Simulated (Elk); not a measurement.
Band structure of Ca3Tl (Fm-3m, 4 atoms in the cell).

```
Ca3Tl
1.0
    0.00000     4.02583     4.02583
    4.02583     0.00000     4.02583
    4.02583     4.02583     0.00000
Ca Tl
3 1
Cartesian
  4.02583   4.02583   4.02583
  2.01291   2.01291   2.01291
  6.03874   6.03874   6.03874
  0.00000   0.00000   0.00000
```

Method: PBEsol, all-electron FP-LAPW, Elk's shipped species files, APW+lo basis with extra local orbitals run with Elk.

Settings: xctype = 22; rgkmax = 8; stype = 0; swidth = 0.00499791 Ha; ngridk = 7 7 7; gmaxvr = 16 1/bohr; nxlo = 2; lorbcnd = true; lmaxi = 3; maxscl = 100.

The starting cell comes from a database of computed structures (which also holds hypothetical and non-ambient phases and stackings), without a prior relaxation at this level. Spin-orbit coupling is off. Values depend on the basis (sphere radii, cutoffs, local orbitals), which need not be converged.

Levels in eV from the Fermi level, bands 21 to 28:
```tsv
point	21	22	23	24	25	26	27	28
Γ	-6.97	-0.60	-0.60	-0.60	-0.51	0.27	0.27	0.90
X	-6.15	-2.72	-1.15	-0.69	-0.69	-0.54	1.35	1.38
W	-6.13	-2.12	-2.12	-1.74	0.11	0.79	0.79	1.35
K	-6.15	-2.41	-2.15	-0.74	-0.63	0.70	0.99	1.44
L	-6.29	-3.14	-0.80	-0.80	0.51	0.65	0.88	0.88
U	-6.15	-2.41	-2.15	-0.74	-0.63	0.70	0.99	1.44
```

Bands cross the Fermi level along this path, so the cell is metallic at this level.
